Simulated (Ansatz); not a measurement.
Levels about the gap of amorphous Ga₂₄O₃₉In₂ (65 atoms in a cell of 831 Å³, 5.05 g/cm³; zone centre alone, so wide bands show as single levels with stretches between that a denser mesh fills), at the geometry that PBE relaxed, where it gives 0.1 GPa on a denser mesh. The participation number counts the atoms over which a state spreads; weights are charges in smoothed Voronoi cells. The levels come from a single point, so bond lengths are those of that geometry. Method of the levels: r2SCAN, scalar-relativistic without spin-orbit coupling (Ansatz, a first-principles code). Sampling: the zone centre alone; Fermi-Dirac width 0.02 eV; no spin polarisation. At PBE the levels at the filled edge of the gap are localised (band-tail or defect states), and the nearest spread-out levels lie 1.7 eV apart at the zone centre.

The cell was made by melting and quenching with the CHGNet potential and then relaxed with DFT. O atoms were pushed apart under 1.9 Å during the dynamics, to hinder bonds among them. The hot cell started wider than the set density and was brought back towards it in steps. It is the lowest in DFT energy of 2 quenches. It is a model cell: composition and starting density were chosen by hand, and all elements were melted together. No dispersion term was used. Its density started from a set value of 5.14 and ended at 5.05 g/cm³. The simulated quench (nominally 280 K/ps over its main leg) is rapid and tends to freeze in more defects than a deposited or slowly cooled glass has. Values belong to this one cell and scatter from quench to quench. Volume and shape were free in the relaxation.

```json
[
 {"E - E(highest filled), eV": "-0.55", "filling": "filled", "participation number": "17.3", "largest on": "O, 3 neighbours", "weight O": "0.94", "weight Ga": "0.05", "weight In": "0.00"},
 {"E - E(highest filled), eV": "-0.46", "filling": "filled", "participation number": "12.1", "largest on": "O, 2 neighbours", "weight O": "0.95", "weight Ga": "0.05", "weight In": "0.00"},
 {"E - E(highest filled), eV": "-0.39", "filling": "filled", "participation number": "13.7", "largest on": "O, 3 neighbours", "weight O": "0.94", "weight Ga": "0.06", "weight In": "0.00"},
 {"E - E(highest filled), eV": "-0.30", "filling": "filled", "participation number": "5.8", "largest on": "O, 3 neighbours", "weight O": "0.95", "weight Ga": "0.05", "weight In": "0.01"},
 {"E - E(highest filled), eV": "-0.25", "filling": "filled", "participation number": "7.7", "largest on": "O, 2 neighbours", "weight O": "0.95", "weight Ga": "0.05", "weight In": "0.00"},
 {"E - E(highest filled), eV": "-0.15", "filling": "filled", "participation number": "4.6", "largest on": "O, 2 neighbours", "weight O": "0.95", "weight Ga": "0.05", "weight In": "0.00"},
 {"E - E(highest filled), eV": "0.00", "filling": "filled", "participation number": "4.0", "largest on": "O, 3 neighbours", "weight O": "0.95", "weight Ga": "0.05", "weight In": "0.00"},
 {"E - E(highest filled), eV": "1.83", "filling": "empty", "participation number": "57.3", "largest on": "In, 4 neighbours", "weight O": "0.52", "weight Ga": "0.41", "weight In": "0.07"},
 {"E - E(highest filled), eV": "4.09", "filling": "empty", "participation number": "32.7", "largest on": "Ga, 4 neighbours", "weight O": "0.54", "weight Ga": "0.39", "weight In": "0.07"},
 {"E - E(highest filled), eV": "4.26", "filling": "empty", "participation number": "16.2", "largest on": "In, 5 neighbours", "weight O": "0.54", "weight Ga": "0.16", "weight In": "0.30"},
 {"E - E(highest filled), eV": "4.51", "filling": "empty", "participation number": "33.2", "largest on": "Ga, 4 neighbours", "weight O": "0.54", "weight Ga": "0.33", "weight In": "0.13"},
 {"E - E(highest filled), eV": "4.72", "filling": "empty", "participation number": "32.9", "largest on": "Ga, 4 neighbours", "weight O": "0.55", "weight Ga": "0.41", "weight In": "0.04"},
 {"E - E(highest filled), eV": "4.87", "filling": "empty", "participation number": "32.1", "largest on": "Ga, 5 neighbours", "weight O": "0.57", "weight Ga": "0.42", "weight In": "0.02"},
 {"E - E(highest filled), eV": "5.25", "filling": "empty", "participation number": "38.1", "largest on": "Ga, 4 neighbours", "weight O": "0.55", "weight Ga": "0.43", "weight In": "0.02"}
]
```

Most localised among these is the filled level at +0.00 eV, on a O atom, which has 3 neighbours (Ga 1.84 Å, Ga 1.92 Å, Ga 2.15 Å).
